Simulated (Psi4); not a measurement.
Psi4 1.11, unrestricted TPSS/def2-svp: iodine anion (II), charge -1, multiplicity 2, 2 atoms. The geometry is a generated start, not checked to be a minimum at this level.

| Item | Value |
|---|---|
| task | energy |
| method | tpss |
| basis | def2-svp |
| memory | 3 GB |
| maxiter | 100 |
| keys of the molecule block | symmetry c1 |
| scf_type | df (default) |
| e_convergence | 1e-06 (default) |
| d_convergence | 1e-06 (default) |
| dft_radial_points | 75 (default) |
| dft_spherical_points | 302 (default) |
| effective core potentials | those of the basis set, past Kr |
| basis functions | 52 |
| grid points | 39056 |

```xyz
2

I      1.3307    -0.0178     0.0093
I     -1.3307     0.0178    -0.0093
```

Charge -1 and multiplicity 2 are set for this test and not shown to be the ground state.

With the defaults (diis = true, scf_initial_accelerator = adiis, damping_percentage = 0, diis_max_vecs = 10, guess = auto, which took SAD, level_shift = 0, level_shift_cutoff = 0.01, diis_start = 1) it converges in 6 SCF iterations. One run each on 2 threads, with these changes:
- guess = huckel
- diis_start = 4
- level_shift = 0.1, level_shift_cutoff = 0.001
- level_shift = 0.5, level_shift_cutoff = 0.001
- diis_max_vecs = 3
- guess = sadno
- diis = false, scf_initial_accelerator = none, damping_percentage = 60
- diis_max_vecs = 6
- scf_initial_accelerator = ediis

Task: Which of these changes keep the SCF from converging, or lead it to another solution?

Result: No convergence: diis = false, scf_initial_accelerator = none, damping_percentage = 60 (the run ends without SCF convergence in 100 iterations). The rest reach the solution of the defaults.

| setting | SCF iterations | end |
|---|---|---|
| the defaults | 6 | same solution |
| diis_max_vecs = 6 | 6 | same solution |
| scf_initial_accelerator = ediis | 6 | same solution |
| diis_max_vecs = 3 | 7 | same solution |
| guess = huckel | 7 | same solution |
| level_shift = 0.1, level_shift_cutoff = 0.001 | 7 | same solution |
| level_shift = 0.5, level_shift_cutoff = 0.001 | 8 | same solution |
| guess = sadno | 8 | same solution |
| diis_start = 4 | 10 | same solution |
| diis = false, scf_initial_accelerator = none, damping_percentage = 60 | 100 | no convergence |
